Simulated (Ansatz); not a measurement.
Consider CsPbCl3 in the cubic perovskite structure (space group Pm-3m, No. 221; a = 5.6188 Å). Axes: x, y, z lie along the cube axes.

Calculations: Ansatz (a first-principles code) PBEsol, scalar-relativistic without spin-orbit coupling.

Base values:

| Quantity | Value |
|---|---|
| Valley order | R along ⟨111⟩ 1.83 eV; Γ 3.24 eV |
| Shortest interatomic distance | 2.809 Å |
| Pressure | 0.00 GPa |

The change: tensor shear ε_xy = +1.00 % (engineering shear γ = 0.0200); the atoms relax in the strained cell.

### Question
What does the calculation give for the valley order, shortest interatomic distance and pressure after the change?

### Answer
The valley order (the lowest conduction-band minima on the path, energy above the VBM, named in the base's zone) goes from R along ⟨111⟩ 1.83 eV; Γ 3.24 eV to R along [111] 1.79 eV; M along [101] 2.42 eV; Γ 3.25 eV; the shortest interatomic distance stays 2.809 Å; the pressure (mean of the normal stresses, compression positive) stays 0.00 GPa.

With Pb present, leaving out spin-orbit coupling can change the band edges. The levels and masses belong to the bands next to the band gap. Stability against distortions was not tested. Many cubic perovskites are stable only at high temperature; tilts and polar distortions were not tested. This is not the structure that CsPbCl3 has at room temperature and ambient pressure.
